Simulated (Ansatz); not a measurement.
# HfN under a change: strain tensor (xx, yy, zz, yz, xz, xy) = (+1.84, −0.60, +0.94, −0.50, +1.00, −0.14) %

Consider HfN in the rock salt structure (space group Fm-3m, No. 225; a = 4.5255 Å). Axes: x, y, z lie along the cube axes.

It is then changed as follows: strain tensor (xx, yy, zz, yz, xz, xy) = (+1.84, −0.60, +0.94, −0.50, +1.00, −0.14) %, atoms relaxed at fixed cell.

All numbers come from r2SCAN (Ansatz, a program for electronic structure; PAW; 500 eV plane waves; no spin-orbit coupling). Settings: 18×18×18 k-points, 0.05 eV Fermi–Dirac smearing.

| quantity | base | changed | shift |
|---|---|---|---|
| volume per atom | 11.59 Å³ | 11.84 Å³ | +0.25 Å³ |
| space group | Fm-3m (No. 225) | P-1 (No. 2) | – |
| energy relative to the base (free energy F) | 0 meV/atom | +12 meV/atom | +12 meV/atom |
| pressure (mean of the normal stresses, compression positive) | 0.0 GPa | -5.5 GPa | -5.5 GPa |
| band gap | zero | zero | – |
| stress (xx, yy, zz, yz, xz, xy; compression positive) (rough) | – | (-10.2, 0.2, -6.5, 1.3, -2.4, 0.3) GPa | – |

Final structure:

```
CELL_PARAMETERS angstrom
      0.01946     2.23785     2.27269
      2.32700    -0.01448     2.30663
      2.30120     2.24599     0.01131
ATOMIC_POSITIONS crystal
  N  0.00000 0.00000 0.00000
  Hf 0.50000 0.50000 0.50000
```

Without a gap, meshes like the base's 18×18×18 leave anisotropic stresses uncertain by several tenths of a GPa, and small strain energies with them. Stability against distortions was not tested. The final runs are not spin-polarised. An odd electron count without spin: HfN.
